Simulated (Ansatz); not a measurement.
The decay constant κ of evanescent states in the gap governs leakage through a thin film.

Input:

```
CELL_PARAMETERS angstrom
      2.95921     0.00000     0.00000
      0.00000     6.50516     0.00000
      0.00000     3.25258     3.25258
ATOMIC_POSITIONS crystal
  Ti 0.00000 0.50000 0.00000
  Ti 0.50000 0.00000 0.00000
  O  0.50000 0.30432 0.39136
  O  0.50000 0.69568 0.60864
  O  0.00000 0.19568 0.00000
  O  0.00000 0.80432 0.00000
```

The cell is taken as given; by r2SCAN it stands under a pressure of -1.0 GPa.

Transport runs along the normal of the first two printed cell vectors, the (110) plane of the conventional cell.

The gap is the functional's own, uncorrected, and κ follows it; spin-orbit coupling is left out. Mid-gap means the computed energy nearest the middle.

Estimate the band gap and the smallest decay constant κ at mid-gap that r2SCAN in Ansatz (a first-principles code) returns for this system.

Gap 2.20 eV on a 10×10×10 mesh; κ = 0.242 1/Å, at the zone centre.
